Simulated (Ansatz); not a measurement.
For BP (model structure, started from the PtS type, P4₂/mmc, No. 131, 4 atoms in the cell), PBE (Ansatz, a program for electronic structure, PAW) gives:

```
Quantity              Result
-------------------  -------
lattice parameter a  3.005 Å
c axis length        5.301 Å
```

What does PBE-D3(BJ) (PAW; Ansatz) give for the same quantities?


- lattice constant a: 2.969 Å (decreases by 1.2 %)
- lattice parameter c: 5.256 Å (shrinks by 0.8 %)

Changes are worked out from the printed values.

Unless a cell is named, each level is at its own relaxed cell (PBE 11.96, PBE-D3(BJ) 11.58 Å³/atom).

Ansatz's density-functional and Hartree–Fock values are scalar-relativistic unless marked +SOC, with PAW data made under PBE.

A model structure was made by putting elements into a prototype or built by hand; it is no filed structure, need not be a known phase, and can be a saddle point held by its symmetry.
